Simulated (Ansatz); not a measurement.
## Hypothetical P4_2/mnm BAs, carrier doping

Base system: BAs (space group P4_2/mnm, No. 136; a = 5.889 Å, c = 3.389 Å; a hypothetical phase, not in the database extracts checked).

Carriers are added at fixed cell with a uniform background; the Fermi–Dirac width is that of 300 K.

Level of theory: DFT with PBE, PAW potentials and a 420 eV plane-wave cutoff in Ansatz (a first-principles code), without spin-orbit coupling.

Notes on the quantities. Fermi level from band edge: Fermi level relative to the doped band's edge (positive inside the band; to 0.05 eV).

| variant | gap between the host's bands | Fermi level from band edge |
|---|---|---|
| undoped | 0.80 eV | – |
| electrons 2.0×10^21 cm⁻³ | 0.75 eV | +0.70 eV |
| electrons 3.0×10^21 cm⁻³ | 0.72 eV | +0.75 eV |
| electrons 5.0×10^21 cm⁻³ | 0.69 eV | +0.90 eV |
| electrons 7.0×10^21 cm⁻³ | 0.66 eV | +1.00 eV |
| holes 2.0×10^21 cm⁻³ | 0.86 eV | +0.60 eV |
| holes 3.0×10^21 cm⁻³ | 0.88 eV | +0.80 eV |
| holes 5.0×10^21 cm⁻³ | 0.93 eV | +1.00 eV |
| holes 7.0×10^21 cm⁻³ | 0.98 eV | +1.15 eV |

Carriers are added with a uniform compensating background; total energy and stress of such cells depend on the potential's zero and are not compared; many-body gap narrowing is missing at this level. No phonon test of stability was made.
